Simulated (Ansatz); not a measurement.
The starting structures come from a database of crystals and need not be the phases stable at ambient conditions.

The decay constant κ of evanescent states in the gap governs leakage through a thin film.

Given:

```xyz
8
Lattice="4.5821 0.0000 0.0000 1.3587 5.8616 0.0000 -0.1480 -1.0278 4.4629" Properties=species:S:1:pos:R:3 pbc="T T T"
K      1.4059     2.7159     3.7813
H      3.7676     0.2546     3.7028
H      1.0065     0.8946     0.9237
P      3.1020     0.2974     1.5391
S      3.8462     4.2819     1.7174
O      4.2169     0.4993     0.4779
O      3.6500     0.9106     2.9062
O      1.9258     1.3103     1.1707
```

Space group of this cell: Cm. The cell is taken as given; by r2SCAN its mean pressure is -2.7 GPa.

Transport runs along the normal of the first two printed cell vectors.

No gap correction and no spin-orbit coupling; mid-gap values are interpolated between computed energies.

Question: Compute, with r2SCAN (Ansatz, a first-principles code), the band gap and the smallest decay constant κ at mid-gap.

Answer: Gap 5.09 eV on a 8×6×8 mesh; κ = 0.412 1/Å, at the zone centre.
